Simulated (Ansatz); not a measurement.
# Response to strain in BP

Base system: BP in the zinc blende structure (space group F-43m, No. 216; a = 4.537 Å). Axes: x, y, z lie along the cube axes.

Strains are applied to the cell and any free atomic positions relax.

Method: r2SCAN (Ansatz, a program for electronic structure; PAW; 500 eV plane waves; scalar-relativistic without spin-orbit coupling).

Notes on the quantities. energy relative to the base: free energy F; pressure: mean of the normal stresses, compression positive.

| variant | smallest direct gap | energy relative to the base | band gap | shortest interatomic distance | pressure |
|---|---|---|---|---|---|
| base | 3.60 eV | 0 meV/atom | 1.41 eV | 1.964 Å | 0.00 GPa |
| uniaxial strain ε_zz = +0.50 % | 3.57 eV | +0.3 meV/atom | 1.38 eV | 1.968 Å | -0.84 GPa |
| uniaxial strain ε_zz = +1.00 % | 3.53 eV | +1.3 meV/atom | 1.35 eV | 1.971 Å | -1.66 GPa |
| uniaxial strain ε_zz = +1.50 % | 3.50 eV | +2.9 meV/atom | 1.31 eV | 1.974 Å | -2.46 GPa |
| uniaxial strain ε_zz = +2.00 % | 3.47 eV | +5.2 meV/atom | 1.28 eV | 1.978 Å | -3.24 GPa |
| uniaxial strain ε_zz = +2.50 % | 3.43 eV | +8.1 meV/atom | 1.25 eV | 1.981 Å | -4.00 GPa |
| uniaxial strain ε_zz = +3.00 % | 3.40 eV | +12 meV/atom | 1.22 eV | 1.984 Å | -4.74 GPa |

Stability against distortions was not tested.
